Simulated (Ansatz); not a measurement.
# Enthalpy of formation of Y₃Ge (model structure, started from the D03 type, Fm-3m, No. 225, 4 atoms in the cell) at several levels of theory

No measured value is used here.

```csv
level (code),value (eV/atom)
PBE (Ansatz),…
PBEsol (Ansatz),-0.146
PBE-D3(BJ) (Ansatz),-0.149
```

Task: What belongs in the gaps?

Result: 
- PBE (Ansatz, a first-principles code), value (eV/atom): -0.091

Each level is taken at its own relaxed cell. Ansatz's density-functional and Hartree–Fock values are scalar-relativistic unless marked +SOC, with PAW data made under PBE.

A model structure was made by putting elements into a prototype or built by hand; it is no filed structure, need not be a known phase, and can be a saddle point held by its symmetry.
